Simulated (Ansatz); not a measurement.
NaF (model structure, started from the NiAs type, P6₃/mmc, No. 194, 4 atoms in the cell) was calculated with LDA in Ansatz (plane waves, PAW).

Run with plane-wave cutoff 520 eV, 12×12×8 k mesh (along the axes of the cell as run), Fermi–Dirac smearing 0.01 eV, scalar-relativistic PAW data made under PBE.

Cell (relaxed at this level):

```yaml
crystal:
  lattice:
    - [3.11178, 0.00000, 0.00000]
    - [-1.55589, 2.69488, 0.00000]
    - [0.00000, 0.00000, 5.46574]
  atoms:
    - { symbol: Na, position: [0.00000, 0.00000, 0.00000] }
    - { symbol: Na, position: [0.00000, 0.00000, 0.50000] }
    - { symbol: F, position: [0.33333, 0.66667, 0.25000] }
    - { symbol: F, position: [0.66667, 0.33333, 0.75000] }
```

Problem. Give the computed band gap and bulk modulus.

Solution. 
band gap: 6.34 eV (on the SCF k mesh)
bulk modulus: 60.1 GPa

Note: the bulk modulus is −V dP/dV from two relaxed cells at ±2 % in volume; the relaxation could raise the start's symmetry but not lower it, so the cell can be a saddle point.

Static lattice: no zero-point or thermal effects.

A model structure was made by putting elements into a prototype or built by hand; it is no filed structure, need not be a known phase, and can be a saddle point held by its symmetry.

Ansatz is a first-principles code.
